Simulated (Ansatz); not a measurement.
What biaxial strain +1.24 %, plane normal [110], relaxed out of plane does to Cu3N

Start from Cu$_{3}$N (space group Pm-3m, No. 221; a = 3.765 Å). Axes: x, y, z lie along the cube axes.

The change: tensile biaxial strain of 1.24 % in the plane normal to [110], as in epitaxy on a mismatched substrate; the out-of-plane cell vector and the atoms relax.

Computed with plane-wave PAW DFT at the PBEsol level (Ansatz, an electronic-structure program, 420 eV), no SOC, earlier PAW set. Settings: 12×12×12 k-points, 0.05 eV Fermi–Dirac smearing.

The volume per atom grows by 0.15 Å³ (13.34 Å³ → 13.49 Å³) and the space group changes from Pm-3m (No. 221) to Cmmm (No. 65). The shortest interatomic distance remains 188.2 pm and the energy grows by 2.2 meV/atom. The pressure (mean of the normal stresses, compression positive) goes from zero to -1.4 GPa and the band gap is still zero. The out-of-plane strain comes out as -1.34 % (rough) and the mean in-plane stress (compression positive) amounts to -2.1 GPa (rough).

Final structure (turned so that z lies along the plane normal):

```
CELL_PARAMETERS angstrom
      3.81146     0.00000     0.00000
      0.00000     5.39022     0.00000
      0.00000     2.69511     2.62635
ATOMIC_POSITIONS crystal
  N  0.00000 0.00000 0.00000
  Cu 0.00000 0.00000 0.50000
  Cu 0.50000 0.00000 0.00000
  Cu 0.00000 0.50000 0.50000
```

Without a gap, meshes like the base's 12×12×12 leave anisotropic stresses uncertain by several tenths of a GPa, and small strain energies with them. Stability against distortions was not tested. All final runs are without spin polarisation. Gaps under 0.05 eV, about the width of the smearing, are given as zero. A zero or small gap of Cu3N can be the functional's error rather than a property of the material.
